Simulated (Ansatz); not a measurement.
System: NH₄Br (P-43m, No. 215, 6 atoms in the cell; start COD 1008127). Method: PBEsol in Ansatz (plane waves, PAW).

Settings: plane-wave cutoff 520 eV, 8×8×8 k mesh, Fermi–Dirac smearing 0.01 eV, scalar-relativistic PAW data made under PBE.

Cell (measured lattice):

```cif
data_H4BrN
_chemical_formula_sum 'N1 Br1 H4'
_space_group_name_H-M_alt 'P-43m'
_space_group_IT_number 215
_space_group_name_Hall 'P -4 2 3'
_cell_length_a 4.00000
_cell_length_b 4.00000
_cell_length_c 4.00000
_cell_angle_alpha 90.000
_cell_angle_beta 90.000
_cell_angle_gamma 90.000
loop_
_atom_site_label
_atom_site_type_symbol
_atom_site_symmetry_multiplicity
_atom_site_Wyckoff_symbol
_atom_site_fract_x
_atom_site_fract_y
_atom_site_fract_z
_atom_site_occupancy
N1 N 1 a 0.00000 0.00000 0.00000 1
Br1 Br 1 b 0.50000 0.50000 0.50000 1
H1 H 4 e 0.14800 0.14800 0.14800 1
```

Q: Estimate the band gap and smallest direct gap on the k points sampled that the calculation returns.

A: 
- band gap: 4.09 eV (indirect)
- smallest direct gap on the k points sampled: 4.17 eV

Note: the file's cell can be that of a phase stable at another temperature; cell and atoms aren't relaxed at this level (largest force component 0.46 eV/Å, pressure 2.2 GPa).

Spin–orbit coupling is not included.

The computed numbers hold no vibrational or temperature effects.

Ansatz is an electronic-structure program.
